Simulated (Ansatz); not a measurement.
System: β-phase InSe (model structure). Method: PBE-D3(BJ) (Ansatz, a first-principles code, PAW).

Rigid layers of the crystal as relaxed at this level are moved apart or together:

```json
[
 {"run": "1", "layer repeat (Å)": "8.02", "energy against free layers (meV/Å²)": "-15.63", "gap on the mesh (eV)": "0.227"},
 {"run": "2", "layer repeat (Å)": "8.17", "energy against free layers (meV/Å²)": "-17.77", "gap on the mesh (eV)": "0.262"},
 {"run": "3", "layer repeat (Å)": "8.32", "energy against free layers (meV/Å²)": "-18.60", "gap on the mesh (eV)": "0.334"},
 {"run": "4", "layer repeat (Å)": "8.52", "energy against free layers (meV/Å²)": "-18.41", "gap on the mesh (eV)": "0.459"},
 {"run": "5", "layer repeat (Å)": "8.82", "energy against free layers (meV/Å²)": "-16.64", "gap on the mesh (eV)": "0.668"},
 {"run": "6", "layer repeat (Å)": "9.32", "energy against free layers (meV/Å²)": "-12.62", "gap on the mesh (eV)": "0.980"},
 {"run": "7", "layer repeat (Å)": "10.32", "energy against free layers (meV/Å²)": "-6.47", "gap on the mesh (eV)": "1.347"},
 {"run": "8", "layer repeat (Å)": "12.32", "energy against free layers (meV/Å²)": "-1.95", "gap on the mesh (eV)": "1.555"}
]
```

The lowest energy of these points lies at a layer repeat of 8.32 Å.

Spin–orbit coupling is not included.

A model structure was made by putting elements into a prototype or built by hand; it is no filed structure, need not be a known phase, and can be a saddle point held by its symmetry.
